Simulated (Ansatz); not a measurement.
The reference is MoTe$_{2}$ (space group P6_3/mmc, No. 194; a = 3.497 Å, c = 13.696 Å; layered, stacked along the Cartesian z axis). Axes: x lies along a and z along c of the hexagonal cell.

Computed with Ansatz (a quantum-chemistry and plane-wave program) PBE-D3(BJ), no SOC.

It is then changed as follows: every lattice vector is shortened by 0.60 %; the atoms relax in the strained cell.

### Question
Predict the stress tensor and what it implies for the stiffness.

### Answer
Stress of the strained cell less that of the base (GPa, compression positive):
```
   1.12    0.00    0.00
   0.00    1.12    0.00
   0.00    0.00    0.65
```

Then B = −ΔP/(ΔV/V₀) with ΔV/V₀ = -0.0179 gives secant stiffness values (nonlinear terms included at this strain): B (at held cell shape, above the free-shape value) ≈ 54 GPa.

Whether these cells are dynamically stable was not tested. The program warned that a D3 coordination switch lies within reach, so dispersion energies are less smooth here.
